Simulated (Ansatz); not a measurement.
## ZnS (model structure, started from the BeO type, P4₂/mnm, No. 136, 8 atoms in the cell): properties by level of theory

```csv
level (code),lattice constant a (Å),lattice parameter c (Å),cohesive energy (eV/atom)
LDA (Ansatz),6.441,[?],[?]
PBE (Ansatz),[?],[?],[?]
PBEsol (Ansatz),6.518,3.808,3.25
PBE-D3(BJ) (Ansatz),[?],3.835,3.15
r²SCAN (Ansatz),6.550,3.835,3.14
r²SCAN+rVV10 (Ansatz),6.515,[?],[?]
```

Q: Complete the blanks.

A: 
- LDA (Ansatz, an electronic-structure program), lattice parameter c (Å): 3.768
- LDA (Ansatz), cohesive energy (eV/atom): 3.66
- PBE (Ansatz), lattice constant a (Å): 6.630
- PBE (Ansatz), lattice parameter c (Å): 3.861
- PBE (Ansatz), cohesive energy (eV/atom): 2.86
- PBE-D3(BJ) (Ansatz), lattice constant a (Å): 6.529
- r²SCAN+rVV10 (Ansatz), lattice parameter c (Å): 3.829
- r²SCAN+rVV10 (Ansatz), cohesive energy (eV/atom): 3.29

Ansatz's density-functional and Hartree–Fock values are scalar-relativistic unless marked +SOC, with PAW data made under PBE.

Free atoms are spin-polarised, in the lowest state found; at levels without +SOC their spin–orbit coupling is left out.

Static lattice: no zero-point or thermal effects.

A model structure was made by putting elements into a prototype or built by hand; it is no filed structure, need not be a known phase, and can be a saddle point held by its symmetry.
